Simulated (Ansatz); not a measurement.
Model glasses of amorphous Al2O3, 72 to 79 atoms (Al28O42 before any change). Each row is one cell at a composition chosen by hand, melted whole on the CHGNet potential with the anions pushed apart under 1.9 Å, quenched within some picoseconds, far faster than a real film, and relaxed with PBE, scalar-relativistic without spin-orbit coupling (plane waves to 420 eV, PAW; Ansatz, an electronic-structure program). Each is the lower in DFT energy of 2 quenches. Cycles of charging and discharging were tried on the cells ahead of these points, and a cell that came back lower was taken. The column on the box says what of it was relaxed with the atoms; held means as the quench left it. Cells that kept moments or hold spare charge are left out. So are cells far out in the fitted variable, so that no row sets the line alone.

At the relaxed places, the spacing of the highest filled and the lowest empty level was computed at the zone centre with PBE and with r2SCAN, without spin polarisation. A level counts as spread where PBE shares it among more than a fifth of the atoms; else the element of the atom with the largest weight is named. Formal charges balance in every cell (each cation at its usual highest valence, Cu and Ag at +1, Sb at +3, H at +1, O at −2, N at −3, F and Cl at −1). r2SCAN ran with plane waves to 500 eV. Where a level is localised, the spacing isn't the band gap.

```csv
cell,change,box,highest filled on,lowest empty on,"spacing, PBE (eV)","spacing, r2SCAN (eV)"
Al28O44Ge,"+1 Ge, +2 O",shape,O,spread,3.02,3.64
Al28O44Hf,"+1 Hf, +2 O",held,O,spread,3.24,3.86
Al28O43Zn,"+1 O, +1 Zn",held,O,spread,3.28,3.86
Al28O45H6,"+6 H, +3 O",volume,O,spread,3.44,withheld
Al28O43K2,"+2 K, +1 O",volume and shape,O,spread,3.50,4.14
Al28O45Y2,"+3 O, +2 Y",held,O,spread,3.70,4.31
```

Question: Fit a straight line of the last column on the one before it through the 5 full rows, and predict the withheld value for Al28O45H6.

Answer: Means: x = 3.348, y = 3.962. Slope = Σ(Δx Δy) / Σ(Δx²) = 0.2731 / 0.2709 = 1.008; intercept = 3.962 − (1.008) × 3.348 = 0.587 eV; r.m.s. residual 0.020 eV. Prediction: 0.587 + (1.008) × 3.44 = 4.05 eV. The run gave 4.06 eV, a miss of 0.01 eV, within the residual.
